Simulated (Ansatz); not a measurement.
Start from Rh in the fcc (Cu type) structure (space group Fm-3m, No. 225; a = 3.802 Å; relaxed with 0.1 eV smearing). Axes: x, y, z lie along the cube axes.

Method: r2SCAN in Ansatz (plane waves to 500 eV, PAW, scalar-relativistic without spin-orbit coupling), earlier PAW set.

Before the change:

* **Pressure**: 0.0 GPa
* **Shortest interatomic distance**: 268.8 pm

Modification: the symmetric strain tensor [-0.0190 -0.0173 -0.0034; -0.0173 0.0129 -0.0143; -0.0034 -0.0143 -0.0063], atoms relaxed at fixed cell.

Question: What does the calculation give for the pressure and shortest interatomic distance after the change?

Answer: The pressure (mean of the normal stresses, compression positive) goes from zero to 4.6 GPa; the shortest interatomic distance falls by 5.4 pm, from 268.8 pm to 263.4 pm.

Whether these cells are dynamically stable was not tested. The final runs are not spin-polarised.

Ansatz is a program for electronic structure.
